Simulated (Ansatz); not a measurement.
## MgAl2C2 under a change: Mg → Na

Take MgAl₂C₂ (space group P-3m1, No. 164; a = 3.3727 Å, c = 5.7850 Å; a cell from a computed database, its experimental status unchecked) as the base.

It is then changed as follows: Na takes the place of Mg on all its sites; the structure is relaxed again.

Calculations: r2SCAN/PAW in Ansatz (a program for electronic structure), no SOC, earlier PAW set. Settings: 16×16×7 k-points, 0.05 eV Fermi–Dirac smearing, for the changed cell.

```csv
quantity,base,changed,shift
density,2.98 g/cm³,2.57 g/cm³,-0.41 g/cm³
lattice parameter a,3.373 Å,3.426 Å,+0.053 Å
c/a ratio,1.715,1.876,+0.161
space group,P-3m1 (No. 164),P-3m1 (No. 164),–
shortest interatomic distance,2.002 Å,2.005 Å,+0.0037 Å
band gap,2.13 eV,zero,–
```

No phonon test of stability was made. As relaxed here, NaAl2C2 is a hypothetical phase, not in the database extracts checked. All final runs are without spin polarisation. An odd electron count without spin: NaAl2C2.
